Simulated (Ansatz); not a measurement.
Worked example: self-consistent single point of a (110) slab of Bi (cut from a parent of space group no. 229; 4 atoms in the cell) in Ansatz (a first-principles code).

Method: PBEsol, default PAW files made with PBE (plane waves; Ansatz).

```
CELL_PARAMETERS angstrom
      3.44223     0.00000     0.00000
     -4.58964     3.24537     0.00000
      0.00000     0.00000    22.43172
ATOMIC_POSITIONS crystal
  Bi 0.00000 0.25000 0.31206
  Bi 0.00000 0.75000 0.43735
  Bi 0.00000 0.25000 0.56264
  Bi 0.00000 0.75000 0.68794
```

Reference input (self-consistent single point, DFT, PBEsol, plane waves, default PAW files made with PBE): basis.ecutwfc = 420 eV; kpoints.mp_grid.grid = 9 9 1; hamiltonian.xc = pbesol; hamiltonian.pseudopotentials = {kind: paw} (the program's default PAW files); scf.occupations.method = gaussian; scf.occupations.width = 0.1 eV. This run's input differs from it in these lines:

Ansatz 0.2 input:
```diff
@@ -13,3 +13,3 @@
 kpoints:
-  mp_grid: { grid: [9, 9, 1] }
+  mp_grid: { grid: [22, 22, 1] }
 hamiltonian:
```

Output, abridged:

```
SCF iter   1: F=—  HF=-48966.961911 eV  |F-HF|=—  |Δ(HF+E_count)|=         —  Δρ=1.41e-3  dr2=1.39e-2  ethr=1.77e-3  ⟨swp⟩=9.2  Hψ=23135  notcnv=0
all-band conjugate gradients solve this SCF's bands
preconditioner: auto → LDOS
SCF iter   2: F=—  HF=-48966.961467 eV  |F-HF|=—  |Δ(HF+E_count)|=   4.44e-4  Δρ=7.07e-4  dr2=1.82e-3  ethr=2.31e-5  ⟨swp⟩=2.4  Hψ=9616  notcnv=0  defer=16
   [... lines left out ...]
SCF iter   4: F=—  HF=-48966.961060 eV  |F-HF|=—  |Δ(HF+E_count)|=   8.66e-5  Δρ=8.57e-5  dr2=3.57e-5  ethr=6.98e-7  ⟨swp⟩=2.2  Hψ=7646  notcnv=0  defer=16
SCF iter   5: F=—  HF=-48966.961100 eV  |F-HF|=—  |Δ(HF+E_count)|=   3.98e-5  Δρ=2.11e-5  dr2=1.75e-6  ethr=5.95e-8  ⟨swp⟩=2.0  Hψ=7432  notcnv=0  defer=16
SCF iter   6: F=—  HF=-48966.961100 eV  |F-HF|=—  |Δ(HF+E_count)|=   5.85e-8  Δρ=5.78e-6  dr2=2.70e-7  ethr=2.92e-9  ⟨swp⟩=2.0  Hψ=8601  notcnv=0  defer=15
SCF iter   7: F=-48966.961100 eV  HF=-48966.961100 eV  |F-HF|=3.33e-8  |Δ(HF+E_count)|=   1.97e-8  Δρ=2.27e-6  dr2=4.66e-8  ethr=1.67e-10  ⟨swp⟩=9.2  Hψ=23576  notcnv=0
SCF 1 converged in 7 iterations: F = -48966.961100 eV  dr2 = 4.66e-8
Free energy (F): -48966.961100 eV
Internal energy: -48966.945069 eV  (E = F + TS)
E sigma→0 (E₀):  -48966.953085 eV
Entropy (-TS):   -0.016031 eV (-4.008 meV/atom)
Fermi energy:    3.547486 eV
--- Forces (eV/Å), atoms counted from 1 ---
  atom   1  Bi    -0.00000000     0.00000000     0.42453882
  atom   2  Bi     0.00000000     0.00000000    -0.43611969
  atom   3  Bi    -0.00000000    -0.00000000     0.43611969
  atom   4  Bi     0.00000000    -0.00000000    -0.42453882
--- Stress (GPa, compression-positive) ---
       -2.232191      -0.039510       0.000000
       -0.039510      -2.260129       0.000000
        0.000000       0.000000      -1.505182
  P = ⅓ Tr σ = -1.9992 GPa (-19.992 kbar)
  The stress holds the Pulay correction. Without it, at fixed plane waves, as pw.x and ABINIT print it: P = -2.0132 GPa
```

The run converged in 7 iterations. Against the reference run the free energy rises by 9.8 meV/atom and the largest force goes from 0.411 to 0.436 eV/Å.

The starting cell comes from a database of computed structures (which also holds hypothetical and non-ambient phases and stackings), without a prior relaxation at this level. The slab is cut from that crystal, and its faces are unrelaxed. Its lattice was rescaled by up to half a per cent. Spin-orbit coupling is off.

Cost on one core of a shared machine: roughly 50 s.
